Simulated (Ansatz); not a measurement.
Hypothetical simple cubic Ru, pressure series

Base system: Ru in the simple cubic structure (space group Pm-3m, No. 221; a = 2.511 Å; a hypothetical phase, not in the database extracts checked).

Cell and atoms are relaxed at each pressure.

Calculations: PBE in Ansatz (plane waves to 420 eV, PAW, spin-orbit coupling left out).

| P (GPa) | V (Å³/atom) |
|---|---|
| -2.01 | 15.986 |
| -1.01 | 15.911 |
| 0.30 | 15.816 |
| 0.70 | 15.788 |
| 1.50 | 15.732 |
| 2.99 | 15.631 |
| 4.99 | 15.501 |
| 7.51 | 15.346 |
| 10.01 | 15.199 |

A third-order Birch–Murnaghan fit to these points gives V₀ = 15.84 Å³/atom, B₀ = 221 GPa and B₀′ = 4.7. At pressure 10 GPa the volume is 96.0 % of V₀.

Load acts through the strain it causes; cell and atoms are relaxed under it. Whether these cells are dynamically stable was not tested. Competing high-pressure phases were not computed. The final runs are not spin-polarised. Ru has a high density of states at the Fermi level and may be magnetic at this level.

Ansatz is a first-principles code.
